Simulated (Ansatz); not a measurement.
Consider interstitial H in 2H silicon carbide, charge state -1. The step: a direct jump of one H atom; the atom moves 2.53 Å along (0.00, 0.00, -0.50) of the unit cell; the moving atom starts with neighbours 3 C at 2.21, 3 C at 2.25; 3 Si at 1.80 Å and ends with 3 C at 2.21, 3 C at 2.25; 3 Si at 1.80 Å. DFT values are from Ansatz (plane-wave PAW, 420 eV unless said) in a cell of 72 host sites, spin-restricted, static, with no finite-size correction. The host's phase is taken as given; its stability against other phases was not computed. The charge state is imposed; whether it is stable for some Fermi level was not computed. Sites that were not tried may lie lower. For the PBE band: the saddle point's order was not checked, and it lies on a symmetry element of the cell, where a band can be held.

| Level | Forward barrier (eV) | Cost of the band or of the saddle's single point |
|---|---|---|
| PBE, the Γ point alone, band relaxed | 2.28 | very roughly 4 core-minutes |
| PBE, a 2×2×2 k-point mesh shifted by half a step along c, same geometries | 2.47 | around 60 core-seconds (rough) |
| r2SCAN at 500 eV, the Γ point alone, same geometries | [?] | about 29 core-seconds (a rough figure) |

Question: Some entries are withheld; supply them.

Answer: 
- r2SCAN at 500 eV, the Γ point alone, same geometries, Forward barrier (eV): 2.50

Ansatz is a quantum-chemistry and plane-wave program.
